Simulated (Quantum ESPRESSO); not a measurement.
## Several settings converged on Ta₃Re (I4mm, 4 atoms in the cell)

```xyz
4
Lattice="0.0000 3.2537 3.2537 3.2537 0.0000 3.2537 3.2537 3.2537 0.0000" Properties=species:S:1:pos:R:3 pbc="T T T"
Ta     1.6269     1.6269     1.6269
Ta     4.8806     4.8806     4.8806
Ta     3.2537     3.2537     3.3037
Re     0.0000     0.0000     0.0000
```

Base method: PBEsol, GBRV 1.5 ultrasoft (PBESOL) pseudopotentials (plane waves; Quantum ESPRESSO).

Base settings: ecutwfc = 40 Ry; ecutrho = 320 Ry; occupations = smearing; smearing = fd; degauss = 0.0073499 Ry; potentials = {Ta: ta_pbesol_v1.uspp.F.UPF, Re: re_pbesol_v1.2.uspp.F.UPF}; K_POINTS = automatic 4 4 4 0 0 0; conv_thr = 1e-10 Ry.

The count of work is k-points × plane waves × bands × iterations; it is no time. Core times come from one kind of shared machine, to one figure; runs under 30 s give none.

**Shifted k-point meshes**

Only quantities that move along the ladder and can be compared are tabulated.

```tsv
K_POINTS	free energy less the last step's (meV/atom)	pressure (GPa)	largest difference of a force vector from the last step's (eV/Å)	count of work / last	core time / last (rough)
automatic 2 2 2 1 1 1	97.66	-6.86	0.342	0.034	0.3
automatic 4 4 4 1 1 1	-0.19	-9.94	0.026	0.20	0.4
automatic 6 6 6 1 1 1	0.32	-9.99	0.001	0.63	1
automatic 7 7 7 1 1 1	0.00	-9.97	0.000	1.0	1
```

Coarsest K_POINTS that holds the pressure within 0.2 GPa of the last step, with all finer ones: automatic 4 4 4 1 1 1, at 0.20 of the last step's count of work and about 0.4 of the last step's time; the step before is off by 3.1 GPa.

Coarsest K_POINTS that holds the forces within 0.02 eV/Å of the last step, with all finer ones: automatic 6 6 6 1 1 1; the step before is off by 0.026 eV/Å.

Coarsest K_POINTS that holds the free energy within 2 meV/atom of the last step, with all finer ones: automatic 4 4 4 1 1 1, at 0.20 of the last step's count of work and about 0.4 of the last step's time; the step before is off by 98 meV/atom.

**The k-point mesh at a smearing width of 0.05 eV**

In this ladder: degauss = 0.0036749 Ry.

The second cell is the first with its lattice scaled by 0.98.

Only quantities that move along the ladder and can be compared are tabulated.

```csv
K_POINTS,free energy less the last step's (meV/atom),energy of the compressed cell less the first (meV/atom),pressure (GPa),largest difference of a force vector from the last step's (eV/Å),count of work / last,core time / last (rough)
automatic 3 3 3 0 0 0,40.44,-5.61,-9.74,0.097,0.12,0.3
automatic 5 5 5 0 0 0,2.17,-5.24,-9.87,0.083,0.32,0.5
automatic 6 6 6 0 0 0,-6.93,-8.02,-10.28,0.031,0.51,0.5
automatic 8 8 8 0 0 0,0.00,-8.20,-10.18,0.000,1.0,1
```

Coarsest K_POINTS that holds the energy of the compressed cell less the first within 2 meV/atom of the last step, with all finer ones: automatic 6 6 6 0 0 0; the step before is off by 3.0 meV/atom.

Coarsest K_POINTS that holds the pressure within 0.2 GPa: not settled: the last two steps still differ by 0.10 GPa, over half the tolerance, so the ladder does not show it.

Coarsest K_POINTS that holds the free energy within 5 meV/atom: not settled: the last two steps still differ by 6.9 meV/atom, over half the tolerance, so the ladder does not show it.

Two neighbours can agree and both be off: automatic 3 3 3 0 0 0 and automatic 5 5 5 0 0 0 differ by 0.36 meV/atom in the energy of the compressed cell less the first, yet lie about 3.0 meV/atom from the last step.

**The SCF threshold**

The mesh stays at the base's, so the ladder's end is converged at best in this setting alone.

Only quantities that move along the ladder and can be compared are tabulated.

```csv
conv_thr,free energy less the last step's (meV/atom),largest difference of a force vector from the last step's (eV/Å),count of work / last,core time / last (rough)
0.0073 Ry,17.35,0.032,0.20,–
7.3e-05 Ry,0.09,0.021,0.35,0.6
7.3e-07 Ry,0.00,0.001,0.50,0.8
1e-10 Ry,0.00,0.000,0.75,1
7.3e-14 Ry,0.00,0.000,1.0,1
```

Coarsest conv_thr that holds the forces within 0.005 eV/Å of the last step, with all finer ones: 7.3e-07 Ry; the step before is off by 0.021 eV/Å.

Coarsest conv_thr that holds the free energy within 1 meV/atom of the last step, with all finer ones: 7.3e-05 Ry, at 0.35 of the last step's count of work; the step before is off by 17 meV/atom.

On the base run: the starting cell comes from a database of computed structures (which also holds hypothetical and non-ambient phases and stackings), without a prior relaxation at this level. Its lattice was rescaled by up to half a per cent. One atom was moved a little off its site on purpose. Spin polarisation is off. In the base run, with a pressure of about -9 GPa the cell is away from its equilibrium volume at this level. Without a gap this mesh is coarse (it stands for a supercell whose shortest vector is 18 Å).
